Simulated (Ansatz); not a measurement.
# Pressure series in HfO2

The reference is HfO2 in the fluorite structure (space group Fm-3m, No. 225; a = 5.098 Å).

Cell and atoms are relaxed at each pressure.

Calculations: PBE/PAW in Ansatz (an electronic-structure program), without spin-orbit coupling, earlier PAW set.

| P (GPa) | V (Å³/atom) |
|---|---|
| -2.00 | 11.134 |
| -1.00 | 11.087 |
| 3.00 | 10.912 |
| 6.99 | 10.749 |
| 15.00 | 10.458 |
| 30.00 | 10.002 |
| 50.00 | 9.517 |
| 75.00 | 9.038 |
| 100.00 | 8.652 |

Problem. Fit a third-order Birch–Murnaghan equation of state.

Solution. Least squares on P(V) = (3B₀/2)[(V₀/V)^(7/3) − (V₀/V)^(5/3)]·[1 + (3/4)(B₀′ − 4)((V₀/V)^(2/3) − 1)] gives V₀ = 11.04 Å³/atom, B₀ = 247 GPa and B₀′ = 4.1.

Between the base and pressure 15 GPa the gap moves from 3.75 eV to 3.88 eV, a mean slope of 8.7 meV/GPa.

With Hf present, leaving out spin-orbit coupling can change the band edges. Load acts through the strain it causes; cell and atoms are relaxed under it. Whether these cells are dynamically stable was not tested. No other phases were tried under pressure. This is not the structure that HfO2 has at room temperature and ambient pressure.
